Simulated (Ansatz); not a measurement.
F_Si in silicon

Computed with PBE, PAW (plane waves to 420 eV; Ansatz, a first-principles code). Cell: 64 sites, 2×2×2; final energies on a 2×2×2 shifted mesh. Site at the start: the Si site. Energies of charged states are corrected for periodic images (point charge plus alignment at distant sites). Dielectric constants: PBE linear response of the host. Host gap at this level: 0.61 eV. These values are not converged in cell size to better than tenths of an eV. The semilocal functional narrows the gap, so deep levels can fall outside it. Spin–orbit coupling is left out. Each state is the lowest found from its start.

Formation energies E_f are given with the Fermi level at the valence-band maximum. Chemical conditions: impurity bounded by its compound with the host (Δμ(Si) = 0.00 eV, Δμ(F) = -3.91 eV, bounded by SiF4 molecule; only phases computed here count, gases as isolated molecules at 0 K). Reference phases: F: F2 molecule in a box, Si: silicon.

```json
[
 {"charge": "+3†", "moment (μB)": "not spin-polarised", "point group": "–", "largest move off a lattice site (Å)": "0.76", "image correction with alignment (eV)": "0.65", "E_f, impurity bounded by its compound with the host (eV)": "–"},
 {"charge": "+2†", "moment (μB)": "fractional", "point group": "–", "largest move off a lattice site (Å)": "0.78", "image correction with alignment (eV)": "0.21", "E_f, impurity bounded by its compound with the host (eV)": "–"},
 {"charge": "+1", "moment (μB)": "not spin-polarised", "point group": "C3v", "largest move off a lattice site (Å)": "0.87", "image correction with alignment (eV)": "-0.01", "E_f, impurity bounded by its compound with the host (eV)": "3.53"},
 {"charge": "0†", "moment (μB)": "fractional", "point group": "–", "largest move off a lattice site (Å)": "0.97", "image correction with alignment (eV)": "0.00", "E_f, impurity bounded by its compound with the host (eV)": "3.64"},
 {"charge": "−1*", "moment (μB)": "not spin-polarised", "point group": "–", "largest move off a lattice site (Å)": "1.05", "image correction with alignment (eV)": "–", "E_f, impurity bounded by its compound with the host (eV)": "–"}
]
```

* At this level the carrier isn't localised at the defect: at charge −1 electrons occupy the conduction band. Such a state is shallow or no state of the defect, and this cell gives it no level.

† Not settled in this cell, so no level is given: charge +3: level within 0.1 eV of a band edge or past it; charge +2: fractional moment, level within 0.1 eV of a band edge or past it; charge 0: fractional moment, a level filled in part.

Point groups are those of the whole cell at tolerances of 0.03 and 0.1 Å ("near" where only the looser one holds); none is given for unsettled states.

Starting moments that weren't kept: charge 0 began with 1 μB and ended with 0.5.

All states together cost very roughly 2.4 core-hours.
